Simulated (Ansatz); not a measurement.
Start from ScPt3 in the Cu3Au type structure (space group Pm-3m, No. 221; a = 3.953 Å; relaxed with 0.1 eV smearing).

Calculations: plane-wave PAW DFT at the PBEsol level (Ansatz, an electronic-structure program, 420 eV), scalar-relativistic without spin-orbit coupling.

Base values:

The pressure comes out as 0.0 GPa.

Modification: every lattice vector is shortened by 5.04 %; the atoms relax in the strained cell.

Q: Estimate the effect on the energy relative to the base and pressure.

A: The energy rises by 0.307 eV/atom; the pressure goes from zero to 51.8 GPa.

Stability against distortions was not tested. All final runs are without spin polarisation.
